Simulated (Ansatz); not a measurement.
**KMgF3 under a change: biaxial strain +1.50 %, plane normal [111], relaxed out of plane**

Take KMgF3 in the cubic perovskite structure (space group Pm-3m, No. 221; a = 3.991 Å) as the base. Axes: x, y, z lie along the cube axes.

Perturbation: tensile biaxial strain of 1.50 % in the plane normal to [111], as in epitaxy on a mismatched substrate; the out-of-plane cell vector and the atoms relax.

Calculations: Kohn–Sham DFT with the PBEsol functional, run in Ansatz (a quantum-chemistry and plane-wave program) with PAW and 420 eV plane waves, spin-orbit coupling left out. k-mesh 8×8×8 (Γ-centred); smearing 0.05 eV (Fermi–Dirac).

The volume per atom grows by 0.26 Å³ to 12.98 Å³ and the space group becomes R-3m (No. 166) (base: Pm-3m (No. 221)). The shortest interatomic distance rises by 0.0264 bohr (3.771 bohr → 3.798 bohr) and the energy goes up by 2.6 meV/atom. The pressure (mean of the normal stresses, compression positive) drops by 1.41 GPa (0.01 GPa → -1.40 GPa) and the band gap falls by 0.163 eV, from 7.12 eV to 6.95 eV. The gap character comes out as indirect, T → Γ and the smallest direct gap falls by 0.21 eV, from 7.44 eV to 7.23 eV. The electron mass stays 0.51 mₑ (at Γ) and the out-of-plane strain is -0.92 %. The ratio −ε⊥/ε∥ amounts to 0.61 and the mean in-plane stress (compression positive) amounts to -2.1 GPa.

Cost of the whole job for the changed cell (relaxation, final SCF and bands): about 27 core-seconds (a rough figure).

Effective masses come from finite differences of ±0.01 Å⁻¹. No phonon test of stability was made. k-point labels follow each cell's own Brillouin zone.
